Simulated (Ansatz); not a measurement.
Start from InAgTe2 in the chalcopyrite structure (space group I-42d, No. 122; a = 6.3535 Å, c = 12.6374 Å). Axes: x, y, z lie along a, b, c of the conventional cell.

Calculations: Ansatz (a program for electronic structure) LDA, without spin-orbit coupling.

Before the change:

The volume per atom is 31.88 Å³. The pressure is 0.0 GPa.

Perturbation: biaxial strain +3.00 %, plane normal [001], relaxed out of plane (Cartesian); in-plane vectors clamped, the third vector and the atoms free.

### Question
Predict the new volume per atom.

### Answer
The volume per atom goes up by 0.49 Å³, from 31.88 Å³ to 32.37 Å³.

### Question
Predict the new pressure.

### Answer
The pressure (mean of the normal stresses, compression positive) goes from zero to -0.8 GPa.

### Question
What happens to the energy relative to the base?

### Answer
The energy rises by 7.6 meV/atom.

Whether these cells are dynamically stable was not tested. The final runs are not spin-polarised. Gaps under 0.05 eV, about the width of the smearing, are given as zero.
